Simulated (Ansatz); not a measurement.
Consider the following.

```xyz
1
Lattice="0.0000 1.7658 1.7658 1.7658 0.0000 1.7658 1.7658 1.7658 0.0000" Properties=species:S:1:pos:R:3 pbc="T T T"
Cu     0.0000     0.0000     0.0000
```

These are PBEsol, DFPT electron-phonon coupling, linearised Boltzmann equation (plane waves, PAW, scalar-relativistic; Ansatz, a program for electronic structure) values and carry that method's errors. Condition of this run: hydrostatic pressure 5 GPa (the target of the relaxation). Geometry: relaxed with this functional, without spin-orbit coupling, then loaded as said.

Predict the intrinsic resistivity at 300 K.

1.54 μΩ·cm.

And the electrons' mean free path at that temperature?

43 nm, weighted by the current that each state carries. Wires not much wider than this gain resistivity from their walls.

A metal at this level (no band gap). Only scattering by harmonic phonons is included (no impurities, grain boundaries, electron-electron scattering or thermal expansion). Spin-orbit coupling is left out. Halving the electron mesh (40x40x40) moves the resistivity by up to 1 % at 300 K, the mean free path by up to 1 %. Smearing 0.20 eV; phonons on a 7x7x7 q mesh, which this run doesn't test.
